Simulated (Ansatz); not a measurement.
System: Al3SiCN3 (model structure, P3m1, No. 156, 8 atoms in the cell). Method: PBE in Ansatz (plane waves, PAW).

Run with plane-wave cutoff 520 eV, 24×24×6 k mesh (along the axes of the cell as run), Fermi–Dirac smearing 0.05 eV, scalar-relativistic PAW data made under PBE.

Cell (relaxed at this level):

```cif
data_CAl3N3Si
_chemical_formula_sum 'Al3 N3 Si1 C1'
_space_group_name_H-M_alt 'P3m1'
_space_group_IT_number 156
_space_group_name_Hall 'P 3 -2"'
_cell_length_a 3.14361
_cell_length_b 3.14361
_cell_length_c 10.06052
_cell_angle_alpha 90.000
_cell_angle_beta 90.000
_cell_angle_gamma 120.000
loop_
_atom_site_label
_atom_site_type_symbol
_atom_site_symmetry_multiplicity
_atom_site_Wyckoff_symbol
_atom_site_fract_x
_atom_site_fract_y
_atom_site_fract_z
_atom_site_occupancy
Al1 Al 1 c 0.66667 0.33333 0.99905 1
N1 N 1 c 0.66667 0.33333 0.19461 1
Al2 Al 1 a 0.00000 0.00000 0.24532 1
N2 N 1 a 0.00000 0.00000 0.44039 1
Al3 Al 1 c 0.66667 0.33333 0.49073 1
N3 N 1 c 0.66667 0.33333 0.68764 1
Si1 Si 1 a 0.00000 0.00000 0.76220 1
C1 C 1 a 0.00000 0.00000 0.93456 1
```

Task: Give the computed band gap and bulk modulus.

Result: 
band gap: 0.35 eV (on the SCF k mesh)
bulk modulus: 184 GPa

Note: the bulk modulus is −V dP/dV from two relaxed cells at ±2 % in volume; the relaxation could raise the start's symmetry but not lower it, so the cell can be a saddle point.

Static lattice: no zero-point or thermal effects.

Computing time: very roughly 12 core-minutes.

A model structure was made by putting elements into a prototype or built by hand; it is no filed structure, need not be a known phase, and can be a saddle point held by its symmetry.

Ansatz is a program for electronic structure.
